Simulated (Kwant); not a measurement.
System: quantum point contact (saddle potential) in a InSb two-dimensional gas. Effective mass 0.014 mₑ, grid spacing 12 nm, hard walls, nominal width 300 nm (25 grid rows, so walls 312 nm apart), one parabolic valley, scattering region 900 nm long along x; energies count from the band bottom; Fermi energy 0.0148 eV. Potential (V0 + ½k y²) cos²(πx/L) for |x| < L/2, with V0 swept from 0.01554 to 0 eV, k = 3.2e-06 eV/nm², L = 410 nm.

The device is made up for the run: typed textbook-type constants, with dimensions and the other settings drawn at random.

Model: effective-mass tight-binding model on a square grid, one spin, coherent transport at 0 K (Kwant). Conductance is in e²/h.

Compare with the saddle-point formula G = Σ 1/(1 + exp(−2π(E − V0 − ħωy(n + ½))/ħωx)), taking ħωy = ħ√(k/m) and ħωx from the curvature along x of V0 plus half of the mode's confinement energy.

ħωy = 4.17 meV; at V0 = 12.6 meV the lowest mode has ħωx = 2.95 meV.

```
V0 (meV)  formula  simulation
--------  -------  ----------
14.6        0.021       0.022
12.6         0.55        0.57
10.6         1.01        1.01
8.56         1.49        1.54
6.53         2.00        2.00
4.50         2.41        2.54
```

The formula takes a parabolic saddle in the continuum; the run has the full potential on a grid.
